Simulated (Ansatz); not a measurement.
**ZnO: response to strain**

Take ZnO in the wurtzite structure (space group P6_3mc, No. 186) as the base.

```
CELL_PARAMETERS angstrom
      3.18693     0.00000     0.00000
     -1.59347     2.75997     0.00000
      0.00000     0.00000     5.15257
ATOMIC_POSITIONS crystal
  Zn 0.33333 0.66667 0.00179
  Zn 0.66667 0.33333 0.50179
  O  0.33333 0.66667 0.38021
  O  0.66667 0.33333 0.88021
```

Strains are applied to the cell and any free atomic positions relax.

Calculations: plane-wave PAW DFT at the LDA level (Ansatz, a program for electronic structure, 420 eV), no spin-orbit coupling.

Notes on the quantities. energy relative to the base: free energy F.

```json
[
 {"isotropic strain (%)": "0", "energy relative to the base (meV/atom)": "0.0"},
 {"isotropic strain (%)": "0.6", "energy relative to the base (meV/atom)": "1.8"},
 {"isotropic strain (%)": "1.2", "energy relative to the base (meV/atom)": "7.1"},
 {"isotropic strain (%)": "1.8", "energy relative to the base (meV/atom)": "15.6"},
 {"isotropic strain (%)": "2.4", "energy relative to the base (meV/atom)": "?"},
 {"isotropic strain (%)": "3", "energy relative to the base (meV/atom)": "41.7"}
]
```

Task: Fit ΔE = Aε² + Bε³ (ε in %) to the rows shown and predict the withheld row.

Result: Least squares on the printed values gives A = 5.10 and B = -0.16 meV/atom (largest residual 0.0 meV/atom); this predicts 27.2 meV/atom, and the run gives 27.2 meV/atom, in agreement.

No phonon test of stability was made.
